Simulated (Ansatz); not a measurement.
MgSe under a change: isotropic strain −2.00 %

The parent structure is MgSe in the rock salt structure (space group Fm-3m, No. 225; a = 5.450 Å).

Perturbation: an isotropic linear strain of −2.00 %, atoms relaxed at fixed cell.

Level of theory: PBEsol/PAW in Ansatz (a quantum-chemistry and plane-wave program), scalar-relativistic without spin-orbit coupling. Settings: 10×10×10 k-points, 0.05 eV Fermi–Dirac smearing.

The volume per atom decreases by 1.19 Å³, from 20.23 Å³ to 19.04 Å³ and the space group is still Fm-3m (No. 225). The shortest interatomic distance shrinks by 0.0545 Å (2.725 Å → 2.670 Å) and the energy increases by 16 meV/atom. The pressure goes from zero to 4.45 GPa and the band gap grows by 0.09 eV (1.78 eV → 1.87 eV). The gap character is still indirect, Γ → X and the mean gap deformation potential ΔEg/Δln V is -1.5 eV. The width of the top valence band grows by 0.19 eV to 2.76 eV and the electron mass becomes 0.50 mₑ along k, 0.24 mₑ across (at X) (base: 0.49 mₑ along k, 0.23 mₑ across (at X)). The hole mass (degenerate bands, along [100]) changes from 0.16, 0.77, 0.77 mₑ (at Γ) to 0.17, 0.72, 0.72 mₑ (at Γ) and the valley order (the lowest conduction-band minima on the path, energy above the VBM, named in the base's zone) becomes X along ⟨100⟩ 1.87 eV; Γ 2.92 eV (base: X along ⟨100⟩ 1.78 eV; Γ 2.50 eV).

Final structure:

```yaml
crystal:
  lattice:
    - [0.00000, 2.67029, 2.67029]
    - [2.67029, 0.00000, 2.67029]
    - [2.67029, 2.67029, 0.00000]
  atoms:
    - { symbol: Mg, position: [0.00000, 0.00000, 0.00000] }
    - { symbol: Se, position: [0.50000, 0.50000, 0.50000] }
```

Masses are band curvatures over ±0.01 Å⁻¹ around the edge. Along k means along the line from Γ to the band edge. Whether these cells are dynamically stable was not tested.
